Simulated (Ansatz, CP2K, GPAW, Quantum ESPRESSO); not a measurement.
# Code comparison for SiSbPt5 (P4/mmm, 7 atoms in the cell)

Self-consistent single point.

```yaml
crystal:
  lattice:
    - [3.99638, 0.00000, 0.00000]
    - [0.00000, 3.99638, 0.00000]
    - [0.00000, 0.00000, 7.27309]
  atoms:
    - { symbol: Si, position: [0.00000, 0.00000, 0.50000] }
    - { symbol: Sb, position: [0.50000, 0.50000, 0.00000] }
    - { symbol: Pt, position: [0.00000, 0.50000, 0.30040] }
    - { symbol: Pt, position: [0.00000, 0.50000, 0.69960] }
    - { symbol: Pt, position: [0.50000, 0.00000, 0.30040] }
    - { symbol: Pt, position: [0.50000, 0.00000, 0.69960] }
    - { symbol: Pt, position: [0.00000, 0.00000, 0.00000] }
```

Shared settings, as Ansatz (a quantum-chemistry and plane-wave program) writes them: kpoints.mp_grid.grid = 6 6 3; scf.occupations.method = gaussian; scf.occupations.width = 0.1 eV. Potentials and cutoffs stand in the table.

```csv
code,model,pressure (GPa),largest force (eV/Å),cutoff
CP2K,"PBEsol, GPW, DZVP-MOLOPT-SR-GTH basis, GTH-PBE potentials (GTH_POTENTIALS)",-5.70,0.016,grid 500 Ry
Quantum ESPRESSO,"PBEsol, SSSP 1.1.2 efficiency (PBE) pseudopotentials",-8.09,0.020,50 Ry
GPAW,"PBEsol, GPAW PAW datasets PBEsol (made by gpaw-setup)",-7.97,0.080,600 eV
Ansatz,"PBEsol, PAW files made with PBE",-8.16,0.021,420 eV
```

On Ansatz's run: spin-orbit coupling is off. Spin polarisation is off.

The spread over the programs that give each value: pressure within 2.46 GPa; largest force within 0.064 eV/Å.

CP2K uses small atom-centred bases, whose incompleteness enters pressures, forces and empty levels differently from a plane-wave cutoff. Ansatz's pressure is given at a fixed set of plane waves, as the other plane-wave codes print theirs; with its correction for the finite basis it is -8.11 GPa. In the pressure, CP2K (by 2.38) lies more than 1 GPa from the median of the plane-wave programs.

The starting cell comes from a database of computed structures (which also holds hypothetical and non-ambient phases and stackings), without a prior relaxation at this level.

Left out of this page: Elk (not drawn, or without a comparable value).

Keys are those of Ansatz 0.2.
